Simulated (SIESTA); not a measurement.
SIESTA run on WSi2 (I4/mmm, 3 atoms in the cell): self-consistent single point.

Level of theory: SIESTA with GGA PBE, numerical atomic orbitals DZP, PseudoDojo PBE standard norm-conserving potentials (rewritten from UPF to PSML).

The change in words: lattice scaled by 0.98. Reference geometry:
```yaml
crystal:
  lattice:
    - [-1.61078, 1.61078, 3.92909]
    - [1.61078, -1.61078, 3.92909]
    - [1.61078, 1.61078, -3.92909]
  atoms:
    - { symbol: Si, position: [0.66500, 0.66500, 0.00000] }
    - { symbol: Si, position: [0.33500, 0.33500, 0.00000] }
    - { symbol: W, position: [0.00000, 0.00000, 0.00000] }
```

Reference input (self-consistent single point, DFT, GGA PBE, numerical atomic orbitals DZP, PseudoDojo PBE standard norm-conserving potentials (rewritten from UPF to PSML)): XC.functional = GGA; XC.authors = PBE; potentials = PseudoDojo PBE standard; PAO.BasisSize = DZP; PAO.EnergyShift = 0.01 Ry; MeshCutoff = 350 Ry; kgrid.MonkhorstPack = 10 10 10; OccupationFunction = FD; ElectronicTemperature = 0.136 eV; MaxSCFIterations = 150; SCF.Mixer.Method = Broyden; SCF.Mixer.Weight = 0.25. This run's input differs from it in these lines:

```diff
@@ -12,5 +12,5 @@
 %block LatticeVectors
-    -3.043929268    3.043929268    7.424911578
-     3.043929268   -3.043929268    7.424911578
-     3.043929268    3.043929268   -7.424911578
+    -2.983049851    2.983049851    7.276413120
+     2.983049851   -2.983049851    7.276413120
+     2.983049851    2.983049851   -7.276413120
 %endblock LatticeVectors
```

Output, abridged:

```
        iscf     Eharris(eV)        E_KS(eV)     FreeEng(eV)     dDmax    Ef(eV) dHmax(eV)
   scf:    1    -2266.137863    -2290.978589    -2291.014383  1.748157 -3.171077 10.186131
   scf:    2    -2295.280324    -2293.962976    -2293.982723  0.168279 -3.788253  2.106986
   scf:    3    -2294.085017    -2294.041650    -2294.060188  0.034129 -3.913092  0.646386
   scf:    4    -2294.072349    -2294.059213    -2294.078257  0.062067 -3.957075  0.204293
   scf:    5    -2294.060641    -2294.060286    -2294.079368  0.020461 -3.988558  0.089195
   scf:    6    -2294.060380    -2294.060465    -2294.079684  0.001568 -3.980803  0.009259
   scf:    7    -2294.060475    -2294.060470    -2294.079686  0.000109 -3.981406  0.004138
   scf:    8    -2294.060473    -2294.060472    -2294.079686  0.000093 -3.981763  0.001235
   scf:    9    -2294.060469    -2294.060470    -2294.079686  0.000069 -3.981835  0.000937
SCF Convergence by DM+H criterion
max |DM_out - DM_in|         :     0.0000686476
max |H_out - H_in|      (eV) :     0.0009366008
SCF cycle converged after 9 iterations

Using DM_out to compute the final energy and forces

siesta: E_KS(eV) =            -2294.0605

siesta: E_KS - E_eggbox =     -2294.0605

siesta: Atomic forces (eV/Ang):
     1    0.000404    0.000404    0.323508
     2   -0.000404   -0.000404   -0.323508
     3    0.000000   -0.000000   -0.000000
   Tot   -0.000000    0.000000    0.000000
   Max    0.323508
   Res    0.152503    sqrt( Sum f_i^2 / 3N )
   Max    0.323508    constrained

Stress tensor Voigt[x,y,z,yz,xz,xy] (kbar):     -185.92     -185.92     -210.94        0.11        0.11        0.00
(Free)E + p*V (eV/cell)    -2289.4261
Target enthalpy (eV/cell)    -2294.0797

   [... lines left out ...]
siesta: FreeEng =     -2294.079686
   [... lines left out ...]
siesta:    -0.116045    0.000002    0.000071
siesta:     0.000002   -0.116045    0.000071
siesta:     0.000071    0.000071   -0.131660

siesta: Cell volume =         38.379716 Ang**3

siesta: Pressure (static):
siesta:                Solid            Molecule  Units
siesta:           0.00132058          0.00124281  Ry/Bohr**3
siesta:           0.12124995          0.11410951  eV/Ang**3
siesta:         194.26383141        182.82359774  kBar
```

The run converged in 9 iterations. Against the reference run the free energy goes up by 55.5 meV/atom, the pressure goes from 3.73 to 19.43 GPa and the largest force goes from 0.125 to 0.324 eV/Å.

The starting cell has typed, rounded lattice constants, without a prior relaxation at this level. Its lattice was rescaled by a random factor within 2.5 % of one. For this run, on top of that: lattice scaled by 0.98. Spin polarisation is off. Values carry the incompleteness of an atom-centred basis. With a pressure of about 19 GPa the cell is away from its equilibrium volume at this level.

Cost on one core of a shared machine: roughly 80 s.
